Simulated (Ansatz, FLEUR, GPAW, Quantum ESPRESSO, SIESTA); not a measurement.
## One structure in several programs: V₆FeNi (Pm-3, 8 atoms in the cell)

Self-consistent single point.

```
CELL_PARAMETERS angstrom
      4.62972     0.00000     0.00000
      0.00000     4.62972     0.00000
      0.00000     0.00000     4.62972
ATOMIC_POSITIONS crystal
  V  0.00000 0.50000 0.74791
  V  0.00000 0.50000 0.25209
  V  0.74791 0.00000 0.50000
  V  0.25209 0.00000 0.50000
  V  0.50000 0.74791 0.00000
  V  0.50000 0.25209 0.00000
  Fe 0.50000 0.50000 0.50000
  Ni 0.00000 0.00000 0.00000
```

Shared settings, as Ansatz (a first-principles code) writes them: kpoints.mp_grid.grid = 5 5 5; scf.occupations.method = fermi_dirac; scf.occupations.width = 0.1 eV. Potentials and cutoffs stand in the table.

| code | model | pressure (GPa) | largest force (eV/Å) | cutoff |
|---|---|---|---|---|
| GPAW | LDA (Perdew-Wang 92), GPAW PAW datasets LDA (gpaw-data 1.0.1) | -9.98 | 0.042 | 800 eV |
| Quantum ESPRESSO | LDA (PZ), GBRV 1.5 ultrasoft (LDA) pseudopotentials | -10.64 | 0.053 | 50 Ry |
| FLEUR | LDA (Perdew-Zunger), all-electron FLAPW (FLEUR), scalar-relativistic valence | – | 0.048 | Kmax 4 1/bohr |
| Ansatz | LDA (PW92), PAW files made with PBE | -10.79 | 0.053 | 420 eV |
| SIESTA | LDA PW92, numerical atomic orbitals DZP, PseudoDojo LDA standard norm-conserving potentials (rewritten from UPF to PSML) | -16.44 | 0.038 | grid 300 Ry |

A dash marks a value that a program does not give, or that is left out as unsure.

On Ansatz's run: spin polarisation is off.

The spread over the programs that give each value: pressure within 6.46 GPa; largest force within 0.015 eV/Å.

SIESTA uses small atom-centred bases, whose incompleteness enters pressures, forces and empty levels differently from a plane-wave cutoff. FLEUR treats all electrons, but the usual bases taken here (sphere radii, linearisation, local orbitals, empty states) were not tested for convergence, so the values are no reference for the others. Ansatz's pressure is given at a fixed set of plane waves, as the other plane-wave codes print theirs; with its correction for the finite basis it is -10.64 GPa. The same LDA comes in different parametrisations, which differ slightly. In the pressure, SIESTA (by 5.80) lies more than 1 GPa from the median of the plane-wave programs.

The starting cell comes from a database of computed structures (which also holds hypothetical and non-ambient phases and stackings), without a prior relaxation at this level.

Left out of this page: Elk (not drawn, or without a comparable value).

Keys are those of Ansatz 0.2.
